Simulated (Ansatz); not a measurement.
Take ZrSe₂ in the CdI2 type structure (space group P-3m1, No. 164; a = 3.7351 Å, c = 6.0315 Å; layered, stacked along the Cartesian z axis) as the base. Axes: x lies along a and z along c of the hexagonal cell.

Calculations: Kohn–Sham DFT with the PBE-D3(BJ) functional, run in Ansatz (a quantum-chemistry and plane-wave program) with PAW and 420 eV plane waves, scalar-relativistic without spin-orbit coupling.

Strains are applied to the cell and any free atomic positions relax; under biaxial strain the out-of-plane vector relaxes too.

One change was made to it. Results:

```json
[
 {"quantity": "pressure (mean of the normal stresses, compression positive)", "base": "0.0 GPa", "after": "1.8 GPa"},
 {"quantity": "volume per atom", "base": "24.29 Å³", "after": "23.50 Å³"},
 {"quantity": "band gap", "base": "zero", "after": "zero"}
]
```

Task: Which of these changes matches the shifts?
A) biaxial strain +3.00 %, plane normal [001], relaxed out of plane
B) biaxial strain −0.50 %, plane normal [001], relaxed out of plane
C) biaxial strain +2.00 %, plane normal [001], relaxed out of plane
D) biaxial strain −2.00 %, plane normal [001], relaxed out of plane

Result: D, biaxial strain −2.00 %, plane normal [001], relaxed out of plane. For comparison, the pressure in the other runs: biaxial strain −0.50 %, plane normal [001], relaxed out of plane gives 0.4 GPa; biaxial strain +2.00 %, plane normal [001], relaxed out of plane gives -1.6 GPa; biaxial strain +3.00 %, plane normal [001], relaxed out of plane gives -2.3 GPa.

Whether these cells are dynamically stable was not tested. All final runs are without spin polarisation. Gaps under 0.05 eV, about the width of the smearing, are given as zero. A zero or small gap of ZrSe2 can be the functional's error rather than a property of the material.
